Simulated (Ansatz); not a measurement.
PbSe: band gap against strain

PbSe (rock salt, Fm-3m, 29.475 Å³/atom at rest) under an equal strain ε in the (111) plane with the normal axis free, as in a coherent film. r2SCAN in Ansatz, a plane-wave DFT program (PAW, default set), 500 eV, 9×9×9 Γ-centred mesh, Fermi-Dirac smearing 0.05 eV; ions are relaxed within the symmetry of each cell. Gaps are the smallest over the k-mesh and a band path, without spin-orbit coupling; in all rows the valence edge lies at about 0.9 Å⁻¹ from Γ and the conduction edge at about 0.9 Å⁻¹ from Γ.

Here s stands for strain and Eg for gap.

```
strain (%)  gap (eV)
----------  --------
-2.50              ?
-1.25           0.46
-0.83           0.53
-0.42           0.60
0.00            0.67
```

The 4 complete rows are fitted with a straight line, Eg against s. Means: s -0.62500, Eg 0.565. About the means, the sum of products is 0.14560 and the sum of squares of s is 0.86530; the slope is their ratio. Least squares gives Eg = 0.670 + 0.1683·s. Residuals (row less fit): 0.000, 0.000, 0.001, 0.000; standard error 0.001 (degrees of freedom: 2). Over these rows the gap moves by 17 ± 0.3 eV per unit strain.

Problem. Estimate the missing Eg (s = -2.50); what did the run itself give?

Solution. Eg = 0.670 + 0.1683 × (-2.50) = 0.249 eV. The calculation gives 0.22 eV, 0.029 eV below the prediction (6.4 % of the range of Eg in the table). The row lies outside the fitted rows, so this is an extrapolation. The fitted rows scatter only by rounding.

One order more, fitted to all 7 runs of the series, follows each within 0.01, so the miss is the next term of a smooth law. Spin-orbit coupling is left out, which can shift this property for PbSe. Rows are the converged runs of the series near zero and its far end; series whose fitted rows scatter by over a few per cent of the range, as at a crossing or softening among them, aren't shown in this form. Most that stay on the fit to the last digits aren't either.
